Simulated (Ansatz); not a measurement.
# SnO2, pressure series

The parent structure is SnO₂ in the rutile structure (space group P4_2/mnm, No. 136; a = 4.8276 Å, c = 3.2379 Å).

Cell and atoms are relaxed at each pressure.

Level of theory: PBE (Ansatz, a program for electronic structure; PAW; 420 eV plane waves; no SOC), earlier PAW set.

Two rows of this table had their results exchanged by mistake.

| pressure | volume per atom (Å³) | shortest distance (Å) | band gap |
|---|---|---|---|
| pressure −2 GPa | 12.73 | 2.095 | 0.57 eV |
| pressure −1 GPa | 12.65 | 2.092 | 0.63 eV |
| pressure 1.8 GPa | 10.19 | 1.915 | 3.14 eV |
| pressure 4.2 GPa | 12.28 | 2.070 | 0.91 eV |
| pressure 9 GPa | 12.00 | 2.047 | 1.16 eV |
| pressure 18 GPa | 11.55 | 2.013 | 1.58 eV |
| pressure 30 GPa | 11.06 | 1.978 | 2.09 eV |
| pressure 45 GPa | 10.58 | 1.943 | 2.65 eV |
| pressure 60 GPa | 12.45 | 2.083 | 0.78 eV |

Question: Which two?

Answer: The rows for pressure 1.8 GPa and pressure 60 GPa: the volume has to fall steadily with pressure, so 12.45 Å³ belongs to pressure 1.8 GPa and 10.19 Å³ to pressure 60 GPa.

Load acts through the strain it causes; cell and atoms are relaxed under it. Whether these cells are dynamically stable was not tested. Competing high-pressure phases were not computed.
